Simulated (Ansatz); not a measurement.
For cubic perovskite CsCaF3, r²SCAN+SOC (Ansatz, a first-principles code, plane waves, PAW) gives:

```
Property              Result
------------------  --------
lattice constant a   4.517 Å
bulk modulus        54.9 GPa
band gap             8.01 eV
```

Problem. What does B3LYP (VWN-RPA form) in Ansatz (plane waves, PAW) give for the same quantities?

Solution. 
- lattice constant a: 4.579 Å (increases by 1.4 %)
- bulk modulus: 48.8 GPa (drops by 11 %)
- band gap: 9.27 eV (increases by 1.26 eV)

For comparison: bulk modulus 50.9 GPa (measured, room temperature, no zero-point or thermal correction; as tabulated in Vaitheeswaran et al. (2016), arXiv:1609.00541).

Changes are worked out from the printed values.

Unless a cell is named, each level is at its own relaxed cell (r²SCAN+SOC 18.43, B3LYP (VWN-RPA form) 19.20 Å³/atom).

Spin–orbit coupling is included only where a level's name says +SOC; with heavier elements it mostly lowers gaps and can invert bands. Density-functional gaps are differences of (generalised) Kohn–Sham levels.

Caveats: the relaxation could not lower the start's symmetry, so the cell can be a saddle point above a distorted one (r²SCAN+SOC, B3LYP (VWN-RPA form)). Ansatz's density-functional and Hartree–Fock values are scalar-relativistic unless marked +SOC, with PAW data made under PBE.
